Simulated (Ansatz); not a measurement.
**AlP (model structure, within 0.1 Å of P6₄22, No. 181, 6 atoms in the cell)**

All values below come from G0W0@PBEsol (plane waves, hard PAW, contour deformation, complete-basis limit; Ansatz, a quantum-chemistry and plane-wave program).

Run with largest k mesh 9×9×2 (not extrapolated in the mesh).

Cell (relaxed with PBEsol):

AlP is modelled in the hexagonal space group P6₄22 (No. 181), Pearson symbol hP6. Lattice parameters: a = 3.8232 Å, b = 3.8232 Å, c = 8.6193 Å, α = 90.00°, β = 90.00°, γ = 120.00°. Al on 3c is coordinated by 4 P at 2.391 Å. P on 3d is coordinated by 4 Al at 2.391 Å. (Neighbours: up to the widest gap in distance over summed covalent radii, below 1.35, at either atom; cation-cation and far metal-metal contacts left out.)

```json
{
 "band_gap": "1.53 eV (indirect)"
}
```

Note: the gap holds a correction of +0.13 eV to the complete basis, taken at k points off the band edges; the gap is lowered by 0.10 eV for band edges off the mesh, as the parent functional finds them.

The computed numbers hold no vibrational or temperature effects.

A model structure was made by putting elements into a prototype or built by hand; it is no filed structure, need not be a known phase, and can be a saddle point held by its symmetry.
